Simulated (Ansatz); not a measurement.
# CsPbBr3: isotropic strain −1.80 %

Consider CsPbBr3 in the cubic perovskite structure (space group Pm-3m, No. 221; a = 5.872 Å).

Perturbation: an isotropic linear strain of −1.80 %; the atoms relax in the strained cell.

Calculations: plane-wave PAW DFT at the PBEsol level (Ansatz, an electronic-structure program, 420 eV), no spin-orbit coupling. Γ-centred 6×6×6 mesh, Fermi–Dirac width 0.05 eV.

| quantity | base | changed | shift |
|---|---|---|---|
| volume per atom | 40.50 Å³ | 38.35 Å³ | -2.15 Å³ |
| space group | Pm-3m (No. 221) | Pm-3m (No. 221) | – |
| shortest interatomic distance | 2.936 Å | 2.883 Å | -0.053 Å |
| energy relative to the base (free energy F) | 0 meV/atom | +8.5 meV/atom | +8.5 meV/atom |
| pressure | 0.0 kbar | 13.4 kbar | +13.4 kbar |
| band gap | 1.43 eV | 1.19 eV | -0.24 eV |
| gap character | direct at R | direct at R | – |
| mean gap deformation potential ΔEg/Δln V | – | +4.5 eV | – |
| width of the top valence band | 2.07 eV | 2.45 eV | +0.38 eV |
| electron mass (degenerate bands, along [100]) | 0.077, 0.74, 0.74 mₑ (at R) | 0.067, 0.68, 0.68 mₑ (at R) | – |
| hole mass | 0.13 mₑ (at R) | 0.11 mₑ (at R) | – |
| valley order (the lowest conduction-band minima on the path, energy above the VBM, named in the base's zone) | R along ⟨111⟩ 1.43 eV; Γ 2.88 eV | R along ⟨111⟩ 1.19 eV; Γ 2.58 eV | – |

Final structure:

```
CELL_PARAMETERS angstrom
      5.76638     0.00000     0.00000
      0.00000     5.76638     0.00000
      0.00000     0.00000     5.76638
ATOMIC_POSITIONS crystal
  Cs 0.00000 0.00000 0.00000
  Pb 0.50000 0.50000 0.50000
  Br 0.50000 0.00000 0.50000
  Br 0.00000 0.50000 0.50000
  Br 0.50000 0.50000 0.00000
```

Cost of the whole job for the changed cell (relaxation, final SCF and bands): about 27 core-seconds (a rough figure).

With Pb present, leaving out spin-orbit coupling can change the band edges. Masses are band curvatures over ±0.01 Å⁻¹ around the edge. Whether these cells are dynamically stable was not tested. Many cubic perovskites are stable only at high temperature; tilts and polar distortions were not tested. This is not the structure that CsPbBr3 has at room temperature and ambient pressure.
